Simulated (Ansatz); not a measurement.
Band structure of a (100) slab of Sr3Mg (cut from a parent of space group no. 44; 16 atoms in the cell).

```
CELL_PARAMETERS angstrom
      6.67717     0.00000     0.00000
      0.00000    12.91058     0.00000
      0.00000     0.00000    20.47690
ATOMIC_POSITIONS crystal
  Sr 0.09492 0.00000 0.34185
  Sr 0.55082 0.21522 0.34185
  Sr 0.05082 0.28478 0.44728
  Sr 0.59492 0.50000 0.44728
  Sr 0.05082 0.71522 0.44728
  Sr 0.55082 0.78478 0.34185
  Sr 0.09492 0.00000 0.55271
  Sr 0.55082 0.21522 0.55271
  Sr 0.05082 0.28478 0.65815
  Sr 0.59492 0.50000 0.65815
  Sr 0.05082 0.71522 0.65815
  Sr 0.55082 0.78478 0.55271
  Mg 0.63678 0.00000 0.44728
  Mg 0.13678 0.50000 0.34185
  Mg 0.63678 0.00000 0.65815
  Mg 0.13678 0.50000 0.55271
```

Computed with PBEsol, default PAW files made with PBE (plane waves; Ansatz, a program for electronic structure).

Settings: kpoints.mp_grid.grid = 5 3 1; hamiltonian.xc = pbesol; hamiltonian.pseudopotentials = {kind: paw} (the program's default PAW files); scf.occupations.method = cold; scf.occupations.width = 0.1 eV; kpoints.band_path.npoints = 10.

The starting cell comes from a database of computed structures (which also holds hypothetical and non-ambient phases and stackings), without a prior relaxation at this level. The slab is cut from that crystal, and its faces are unrelaxed.

Levels in eV from the Fermi level, bands 77 to 84:
| point | 77 | 78 | 79 | 80 | 81 | 82 | 83 | 84 |
|---|---|---|---|---|---|---|---|---|
| Γ | -0.30 | -0.22 | -0.19 | -0.02 | 0.02 | 0.10 | 0.19 | 0.21 |
| X | -0.62 | -0.62 | 0.04 | 0.04 | 0.18 | 0.18 | 0.18 | 0.18 |
| S | -0.63 | -0.63 | -0.41 | -0.41 | -0.02 | -0.02 | 0.19 | 0.19 |
| Y | -0.30 | -0.30 | -0.04 | -0.04 | 0.14 | 0.14 | 0.16 | 0.16 |

Bands cross the Fermi level along this path, so the cell is metallic at this level.

Keys are those of Ansatz 0.2.
